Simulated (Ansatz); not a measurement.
Si vacancy in tetragonal WSi2

Level of theory: PBE, PAW (plane waves to 420 eV; Ansatz, an electronic-structure program). Cell and caveats: 54-site cell; 4×4×4 shifted k-points; start: the Si site; no spin–orbit coupling; finite-size errors of tenths of an eV; the relaxation kept the symmetry of the starting site; flagged in the runs: a host that isn't quite at rest in this cell.

Neighbours after relaxation, in Å: of the emptied site: Si 2.47, Si 2.48, Si 2.48, Si 2.48, Si 2.48.

Formation energies E_f are those of the neutral cell. Chemical conditions: Si-rich (Δμ(Si) = 0.00 eV; only phases computed here count, gases as isolated molecules at 0 K); W-rich (Δμ(Si) = -0.51 eV; only phases computed here count, gases as isolated molecules at 0 K). Reference phases: Si: silicon.

| charge | moment (μB) | largest move off a lattice site (Å) | E_f, Si-rich (eV) | E_f, W-rich (eV) |
|---|---|---|---|---|
| 0 | not spin-polarised | 0.17 | 2.16 | 1.65 |

Flagged in the runs: a host that isn't quite at rest in this cell.

All states together cost around 11 core-minutes (rough).
